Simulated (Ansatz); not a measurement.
LaBr$_{3}$ in the ReO3 type structure (space group Pm-3m, No. 221; a hypothetical phase, not in the database extracts checked)

Space group Pm-3m (No. 221); a = 5.803 Å, b = 5.803 Å, c = 5.803 Å, α = 90.00°, β = 90.00°, γ = 90.00°

```json
[
 {"atom": "La", "site": "1a", "symmetry": "m-3m", "x": "0.0000", "y": "0.0000", "z": "0.0000"},
 {"atom": "Br", "site": "3d", "symmetry": "4/mm.m", "x": "0.0000", "y": "0.0000", "z": "0.5000"}
]
```

Computed with Ansatz (an electronic-structure program) PBEsol, no SOC. Γ-centred 6×6×6 mesh, Fermi–Dirac width 0.05 eV.

```json
{
  "volume_per_atom": "48.85 Å³",
  "density": "3.22 g/cm³",
  "band_gap": "3.52 eV, indirect, R → Γ",
  "Lowest conduction-band minima above the VBM": "Γ 3.52 eV; M along ⟨110⟩ 3.59 eV; R along ⟨111⟩ 3.59 eV",
  "total_energy": "-3594.541 eV/atom (σ→0; compares only within this code and set-up)"
}
```

Stability against distortions was not tested.
